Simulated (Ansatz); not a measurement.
A (12,0) BP nanotube has 48 atoms in a period of 5.566 Å, a mean diameter of 12.34 Å, and lies 39 meV/atom over the flat sheet relaxed at the same level.

Calculation: PBE (plane waves to 420 eV, PAW; Ansatz, a quantum-chemistry and plane-wave program). Mesh 1×1×6. No spin polarisation. One-dimensional cell, images about 11 Å apart. A hypothetical model, rolled from the flat sheet. Symmetry and one short period hold its shape; lower forms weren't sought.

Which bending rigidity of the sheet does this imply in the thin-plate picture?

A plate bent to radius R stores D/(2R²) an area. The area an atom is π × 12.34 × 5.566/48 = 4.50 Å², so the stored energy is 0.039/4.50 = 0.0087 eV/Å². With R = 6.170 Å, D = 2R² × 0.0087 = 0.66 eV.
